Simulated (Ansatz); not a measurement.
The parent structure is NbSi2 (space group P6_422, No. 181; a = 4.794 Å, c = 6.586 Å).

Calculations: r2SCAN, PAW, 500 eV (Ansatz, an electronic-structure program; no spin-orbit coupling), earlier PAW set.

Before the change:

- Lattice parameter a = 479.4 pm

Now apply this change: hydrostatic tension (pressure −1 GPa).

### Question
What does the calculation give for the lattice parameter a after the change?

### Answer
The lattice parameter a goes up by 0.99 pm to 480.3 pm.

Load acts through the strain it causes; cell and atoms are relaxed under it. Stability against distortions was not tested. The final runs are not spin-polarised. An odd electron count without spin: NbSi2.
